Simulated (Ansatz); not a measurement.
Start from NiSi2 (space group Fm-3m, No. 225; a = 5.387 Å; non-magnetic). Axes: x, y, z lie along the cube axes.

Structures relaxed with r2SCAN (Ansatz, an electronic-structure program), spin-orbit coupling left out.

Base:

Simulated powder pattern, Cu Kα1, λ = 1.54056 Å (kinematic, ideal powder, no thermal factors, no anomalous dispersion; the 8 strongest lines at most, above 2 %, up to 2θ = 90°):

```json
[
 {"2θ (°)": "28.68", "I/Imax (%)": "81", "hkl": "(111)"},
 {"2θ (°)": "47.71", "I/Imax (%)": "100", "hkl": "(220)"},
 {"2θ (°)": "56.62", "I/Imax (%)": "33", "hkl": "(311)"},
 {"2θ (°)": "69.77", "I/Imax (%)": "15", "hkl": "(400)"},
 {"2θ (°)": "77.11", "I/Imax (%)": "12", "hkl": "(331)"},
 {"2θ (°)": "88.93", "I/Imax (%)": "32", "hkl": "(422)"}
]
```

It is then changed as follows: uniaxial stress, 1 GPa tension along z; all other stress components relax to zero.

Predict the new powder pattern.


Simulated powder pattern, Cu Kα1, λ = 1.54056 Å (kinematic, ideal powder, no thermal factors, no anomalous dispersion; the 8 strongest lines at most, above 2 %, up to 2θ = 90°):

```csv
2θ (°),I/Imax (%),hkl
28.66,100,(111)
47.56,83,(202)
47.92,40,(220)
56.15,14,(113)
56.79,27,(311)
70.10,12,(400)
88.33,13,(224)
89.13,26,(422)
```

The indices refer to the base's conventional cell; one index is shown for lines that coincide. The space group is now I4/mmm (No. 139).

Load acts through the strain it causes; cell and atoms are relaxed under it. Beyond what the load breaks, stability against distortions was not tested. Starting moments died away, wholly or in part, for the base; another magnetic solution may exist. All final runs are without spin polarisation.
